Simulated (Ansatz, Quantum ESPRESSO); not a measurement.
**One structure in several programs: Hf (P6_3/mmc, 2 atoms in the cell)**

Zone-centre phonon calculation.

```yaml
crystal:
  lattice:
    - [1.57857, -2.73417, 0.00000]
    - [1.57857, 2.73417, 0.00000]
    - [0.00000, 0.00000, 4.99798]
  atoms:
    - { symbol: Hf, position: [0.33333, 0.66667, 0.25000] }
    - { symbol: Hf, position: [0.66667, 0.33333, 0.75000] }
```

Shared settings, as Ansatz (a quantum-chemistry and plane-wave program) writes them: kpoints.mp_grid.grid = 8 8 5; scf.occupations.method = gaussian; scf.occupations.width = 0.0073 Ry. Potentials and cutoffs stand in the table.

| code | model | highest zone-centre frequency (cm⁻¹) | cutoff |
|---|---|---|---|
| Ansatz | PBE, default PAW files | 109 | default |
| Quantum ESPRESSO | PBE, SSSP 1.1.2 efficiency (PBE) pseudopotentials | 110 | 60 Ry |

On Ansatz's run: spin-orbit coupling is off.

The spread over the programs that give each value: highest zone-centre frequency within 1.0 cm⁻¹.

The starting cell has typed, rounded lattice constants, without a prior relaxation at this level. Its lattice was rescaled by a random factor within 2.5 % of one.

Keys are those of Ansatz 0.2.
